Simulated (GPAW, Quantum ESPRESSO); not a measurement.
A GPAW input for a self-consistent single point of MnBr2 (P1, 3 atoms in the cell) (DFT PBEsol, plane waves, GPAW PAW datasets PBEsol (made by gpaw-setup)):

```python
from ase import Atoms
from ase.units import GPa
from gpaw import GPAW, PW, FermiDirac

atoms = Atoms(['Mn', 'Br', 'Br'],
              cell=[[3.909360, 0.000000, 0.000000],
                    [-1.954680, 3.385605, 0.000000],
                    [0.000000, 0.000000, 6.546968]],
              scaled_positions=[[0.007624, 0.013268, -0.005473],
                                [0.327023, 0.655494, 0.235588],
                                [0.665353, 0.331237, 0.769885]],
              pbc=True)

atoms.set_initial_magnetic_moments([4.0, 0.0, 0.0])

calc = GPAW(spinpol=True,
            mode=PW(800),
            xc='PBEsol',
            kpts={'size': (6, 6, 3), 'gamma': True},
            occupations=FermiDirac(0.05),
            nbands=-8,
            convergence={'density': 1e-05, 'bands': -6},
            symmetry={'symmorphic': False, 'tolerance': 0.0005},
            maxiter=120,
            txt='-')

atoms.calc = calc

energy = atoms.get_potential_energy()
print('Energy (eV):', round(energy, 6))
forces = atoms.get_forces()
print('Forces (eV/Ang):')
print(forces.round(5))
stress = atoms.get_stress()
print('Stress (GPa, Voigt):', (stress / GPa).round(4))
```

Problem. Translate this input to Quantum ESPRESSO.

Solution. One input that does it (others would too):

```fortran
&control
   calculation = 'scf'
   prefix = 'scf'
   outdir = './tmp/'
   pseudo_dir = './'
   tprnfor = .true.
   tstress = .true.
/
&system
   ibrav = 0
   nat = 3
   ntyp = 2
   ecutwfc = 50
   ecutrho = 400
   occupations = 'smearing'
   smearing = 'fd'
   degauss = 0.0036749
   nspin = 2
   starting_magnetization(1) = 0.267
   input_dft = 'pbesol'
/
&electrons
   conv_thr = 1.0d-10
   mixing_beta = 0.4
/
ATOMIC_SPECIES
Mn    54.9380  mn_pbe_v1.5.uspp.F.UPF
Br    79.9040  br_pbe_v1.4.uspp.F.UPF
CELL_PARAMETERS angstrom
   3.90936000     0.00000000     0.00000000
  -1.95468000     3.38560500     0.00000000
   0.00000000     0.00000000     6.54696800
ATOMIC_POSITIONS angstrom
Mn    0.00387027    0.04492021   -0.03583156
Br   -0.00283038    2.21924376    1.54238710
Br    1.95364206    1.12143764    5.04041246
K_POINTS automatic
6 6 3  0 0 0
```

Basis settings and potentials, where a program has them, do not carry over. This input uses DFT, PBEsol, plane waves, SSSP 1.1.2 efficiency (PBE) pseudopotentials.

The starting cell comes from a database of computed structures (which also holds hypothetical and non-ambient phases and stackings), without a prior relaxation at this level. Its lattice was rescaled by a random factor within 2.5 % of one. For this run, on top of that: atoms moved at random.
